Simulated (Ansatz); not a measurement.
**C, response to strain**

Consider C in the diamond structure (space group Fd-3m, No. 227).

```
C
1.0
    0.00000     1.77690     1.77690
    1.77690     0.00000     1.77690
    1.77690     1.77690     0.00000
C
2
Cartesian
  0.00000   0.00000   0.00000
  0.88845   0.88845   0.88845
```

Cartesian axes are those of the cell as printed.

Strains are applied to the cell and any free atomic positions relax.

All numbers come from Ansatz (a first-principles code), PBEsol, PAW, cutoff 420 eV, without spin-orbit coupling.

Notes on the quantities. energy relative to the base: free energy F.

```tsv
uniaxial strain ε_zz (%)	energy relative to the base (meV/atom)
0	0.0
0.5	?
1	1.8
1.5	4.1
2	7.4
3	16.4
```

Task: Fit ΔE = Aε² + Bε³ (ε in %) to the rows shown and predict the withheld row.

Result: Least squares on the printed values gives A = 1.86 and B = -0.012 meV/atom (largest residual 0.1 meV/atom); this predicts 0.5 meV/atom, and the run gives 0.5 meV/atom, in agreement.

Stability against distortions was not tested.
